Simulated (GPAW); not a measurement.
## GPAW run on MgNi3C (Pm-3m, 5 atoms in the cell): self-consistent single point

Method of the run: LDA (Perdew-Wang 92), GPAW PAW datasets LDA (gpaw-data 1.0.1) (plane waves; GPAW).

Input:

```python
from ase import Atoms
from ase.units import GPa
from gpaw import GPAW, PW

atoms = Atoms(['Mg', 'Ni', 'Ni', 'Ni', 'C'],
              cell=[[3.701864, 0.000000, 0.000000],
                    [0.000000, 3.701864, 0.000000],
                    [0.000000, 0.000000, 3.701864]],
              scaled_positions=[[0.000000, 0.000000, 0.000000],
                                [0.000000, 0.500000, 0.500000],
                                [0.500000, 0.000000, 0.500000],
                                [0.500000, 0.500000, 0.000000],
                                [0.500000, 0.500000, 0.500000]],
              pbc=True)

atoms.set_initial_magnetic_moments([0.0, 2.0, 2.0, 2.0, 0.0])

calc = GPAW(spinpol=True,
            mode=PW(900),
            xc='LDA',
            kpts=(9, 9, 9),
            occupations={'name': 'methfessel-paxton', 'width': 0.2, 'order': 0},
            nbands=-9,
            convergence={'density': 1e-05},
            symmetry={'symmorphic': False, 'tolerance': 0.0005},
            maxiter=100)

atoms.calc = calc

energy = atoms.get_potential_energy()
print('Energy (eV):', round(energy, 6))
forces = atoms.get_forces()
print('Forces (eV/Ang):')
print(forces.round(5))
stress = atoms.get_stress()
print('Stress (GPa, Voigt):', (stress / GPa).round(4))
```

The program printed (abridged):

```
Input parameters:
  convergence: {density: 1e-05}
  kpts: [9 9 9]
  maxiter: 100
  mode: {ecut: 900.0000000000001,
         name: pw}
  nbands: -9
  occupations: {name: methfessel-paxton,
                order: 0,
                width: 0.2}
  spinpol: True
  symmetry: {symmorphic: False,
             tolerance: 0.0005}

species:
  Mg:
    name: Magnesium
    Z: 12.0
    valence: 10
    core: 2
    charge: 0.0
    file: Mg.LDA.gz

    # Using partial waves for Mg as LCAO basis

  Ni:
    name: Nickel
    Z: 28.0
    valence: 16
    core: 12
    charge: 0.0
    file: Ni.LDA.gz

    # Using partial waves for Ni as LCAO basis

  C:
    name: Carbon
    Z: 6.0
    valence: 4
    core: 2
    charge: 0.0
    file: C.LDA.gz

    # Using partial waves for C as LCAO basis

Reference energy: -130347.820164  # eV

Spin-polarized calculation.
Initial magnetic moment: 6.000000

Convergence criteria:
 Maximum [total energy] change in last 3 cyles: 0.0005 eV / valence electron
 Maximum integral of absolute [dens]ity change: 1e-05 electrons / valence electron
 Maximum integral of absolute [eigenst]ate change: 4e-08 eV^2 / valence electron
 Maximum number of scf [iter]ations: 100

Symmetries present (total): 48
Symmetries with fractional translations: 0
729 k-points: 9 x 9 x 9 Monkhorst-Pack grid
35 k-points in the irreducible part of the Brillouin zone
       k-points in crystal coordinates                weights
   0:     0.00000000    0.00000000    0.00000000          1/729
   1:     0.11111111    0.00000000    0.00000000          6/729
   2:     0.11111111    0.11111111    0.00000000         12/729
   [... 7 lines left out ...]
          ...
  34:     0.44444444    0.44444444    0.44444444          8/729

Wave functions: Plane wave expansion
  Cutoff energy: 900.000 eV
  Number of coefficients (min, max): 3071, 3129
  Pulay-stress correction: 0.000000 eV/Ang^3 (de/decut=0.000000)

Occupation numbers: Methfessel-Paxton:
  width: 0.2000  # eV
  order: 0

Eigensolver

Densities:
  Coarse grid: 27*27*27 grid
  Fine grid: 54*54*54 grid
  Total Charge: 0.000000

Density mixing:
  Method: difference
  Backend: pulay
  Linear mixing parameter: 0.05
  old densities: 5
  Damping of long wavelength oscillations: 50

Hamiltonian:
  XC and Coulomb potentials evaluated on a 54*54*54 grid
  External potential:
    NoExternalPotential

Number of atoms: 5
Number of atomic orbitals: 48
Number of bands in calculation: 43
Number of valence electrons: 62
Bands to converge: occupied

Density initialized from atomic densities
  43 bands from LCAO basis set

Atomic positions and initial magnetic moments

Positions:
   0 Mg     0.000000    0.000000    0.000000    ( 0.0000,  0.0000,  0.0000)
   1 Ni     0.000000    1.850932    1.850932    ( 0.0000,  0.0000,  2.0000)
   2 Ni     1.850932    0.000000    1.850932    ( 0.0000,  0.0000,  2.0000)
   3 Ni     1.850932    1.850932    0.000000    ( 0.0000,  0.0000,  2.0000)
   4 C      1.850932    1.850932    1.850932    ( 0.0000,  0.0000,  0.0000)

Unit cell:
           periodic     x           y           z      points  spacing
  1. axis:    yes    3.701864    0.000000    0.000000    27     0.1371
  2. axis:    yes    0.000000    3.701864    0.000000    27     0.1371
  3. axis:    yes    0.000000    0.000000    3.701864    27     0.1371

  Lengths:   3.701864   3.701864   3.701864
  Angles:   90.000000  90.000000  90.000000

Effective grid spacing dv^(1/3) = 0.1371

     iter     time        total  log10-change:  magmom
                         energy   eigst   dens
iter:   1 --:--:--   -37.744252                   +6.0066
iter:   2 --:--:--   -38.620361   -0.30  -1.42    +3.1982
iter:   3 --:--:--   -38.148900   -0.86  -1.49    +1.2602
iter:   4 --:--:--   -38.177313   -1.49  -1.88    +0.9035
iter:   5 --:--:--   -38.248311   -2.23  -1.98    +0.0776
iter:   6 --:--:--   -38.219127   -2.80  -2.19    +0.0898
iter:   7 --:--:--   -38.242070c  -2.86  -2.39    +0.0755
iter:   8 --:--:--   -38.243566c  -3.18  -2.62    +0.0581
iter:   9 --:--:--   -38.239196c  -5.13  -2.67    +0.0281
iter:  10 --:--:--   -38.230727c  -3.89  -2.78    +0.0009
iter:  11 --:--:--   -38.230773c  -6.10  -3.80    -0.0026
iter:  12 --:--:--   -38.230761c  -7.22  -3.93    -0.0027
iter:  13 --:--:--   -38.230717c  -6.79  -3.96    -0.0020
iter:  14 --:--:--   -38.230738c  -6.55  -4.05    -0.0006
iter:  15 --:--:--   -38.230680c  -6.73  -4.23    -0.0001
iter:  16 --:--:--   -38.230690c  -8.15c -4.67    +0.0002
iter:  17 --:--:--   -38.230690c  -8.40c -4.91    +0.0001
iter:  18 --:--:--   -38.230688c  -9.03c -4.98    +0.0000
iter:  19 --:--:--   -38.230689c  -9.66c -5.08c   +0.0000

Converged after 19 iterations.

Dipole moment: (-0.000000, -0.000000, -0.000000) |e|*Ang

Total magnetic moment: (0.000000, 0.000000, 0.000006)
Local magnetic moments:
   0 Mg ( 0.000000,  0.000000, -0.000000)
   1 Ni ( 0.000000,  0.000000,  0.000002)
   2 Ni ( 0.000000,  0.000000,  0.000002)
   3 Ni ( 0.000000,  0.000000,  0.000002)
   4 C  ( 0.000000,  0.000000,  0.000001)

Energy contributions relative to reference atoms: (reference = -130347.820164)

Kinetic:        +41.139086
Potential:      -28.921827
External:        +0.000000
XC:             -50.335200
Entropy (-ST):   -0.083914
Local:           -0.070791
SIC:             +0.000000
--------------------------
Free energy:    -38.272646
Extrapolated:   -38.230689

Spin contamination: 0.000001 electrons
Showing only first 2 kpts
                      Up                     Down
 Kpt  Band  Eigenvalues  Occupancy  Eigenvalues  Occupancy
  0    29      7.70913    1.00000      7.70913    1.00000
  0    30      7.70913    1.00000      7.70913    1.00000
  0    31      7.99875    0.99996      7.99875    0.99996
  0    32     12.50694    0.00000     12.50694    0.00000

  1    29      7.80007    1.00000      7.80007    1.00000
  1    30      7.80007    1.00000      7.80007    1.00000
  1    31      7.94861    0.99999      7.94862    0.99999
  1    32     12.56971    0.00000     12.56971    0.00000

Fermi level: 8.56059

No gap
No difference between direct/indirect transitions
Energy (eV): -38.230689

Forces in eV/Ang:
  0 Mg    0.00000    0.00000    0.00000
  1 Ni    0.00000    0.00000    0.00000
  2 Ni    0.00000    0.00000    0.00000
  3 Ni    0.00000    0.00000    0.00000
  4 C    -0.00000   -0.00000   -0.00000

Stress tensor:
    -0.043461     0.000000     0.000000
     0.000000    -0.043461     0.000000
     0.000000     0.000000    -0.043461
Stress (GPa, Voigt): [-6.9632 -6.9632 -6.9632  0.      0.      0.    ]
```

The run converged in 19 iterations. GPAW prints stress with tension positive.

At such cutoffs GPAW's stress carries a finite-basis (Pulay) error, which enters relaxed cells too; its log prints stress with tension positive.

The starting cell comes from a database of computed structures (which also holds hypothetical and non-ambient phases and stackings), without a prior relaxation at this level. Its lattice was rescaled by a random factor within 2.5 % of one. The starting moments vanished: the run ended non-magnetic, which need not be the lowest state.

Cost on one core of a shared machine: roughly 5 min.
